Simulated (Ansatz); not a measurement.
Band structure of a sheet of PbO (4 atoms in the cell).

```yaml
crystal:
  lattice:
    - [3.87966, 0.00000, 0.00000]
    - [0.00000, 3.87966, 0.00000]
    - [0.00000, 0.00000, 16.36593]
  atoms:
    - { symbol: Pb, position: [0.50000, 0.00000, 0.57228] }
    - { symbol: Pb, position: [0.00000, 0.50000, 0.42772] }
    - { symbol: O, position: [0.00000, 0.00000, 0.50000] }
    - { symbol: O, position: [0.50000, 0.50000, 0.50000] }
```

Level of theory: PBE, PAW files (plane waves; Ansatz, a quantum-chemistry and plane-wave program).

Settings: basis.ecutwfc = 420 eV; kpoints.mp_grid.grid = 5 5 1; hamiltonian.xc = pbe; hamiltonian.pseudopotentials = {kind: paw} (the program's default PAW files); scf.occupations.method = gaussian; scf.occupations.width = 0.2 eV; kpoints.band_path.path = [[0.5, 0.5, 0.0], [0.0, 0.0, 0.0], [0.0, 0.5, 0.0], [0.5, 0.5, 0.0]]; kpoints.band_path.npoints = 8.

The starting cell was generated: these elements placed on a structure prototype, without a prior relaxation; it need not be a known phase or ordering of this composition. Its lattice was rescaled in the plane by a random factor within 2.5 % of one. Spin-orbit coupling is off.

Predict the gap along the standard path and the places of the band edges.

The gap along the path is 2.86 eV, direct at Γ to within 0.01 eV.

Levels in eV from the top of the valence band on the path, bands 17 to 23:
```tsv
point	17	18	19	20	21	22	23
M	-1.19	-1.19	-0.53	-0.53	3.44	3.44	5.50
Γ	-1.27	-1.19	-1.19	0.00	2.86	2.87	4.75
X	-2.59	-2.59	-0.67	-0.67	3.48	3.48	5.41
```

Keys are those of Ansatz 0.2.
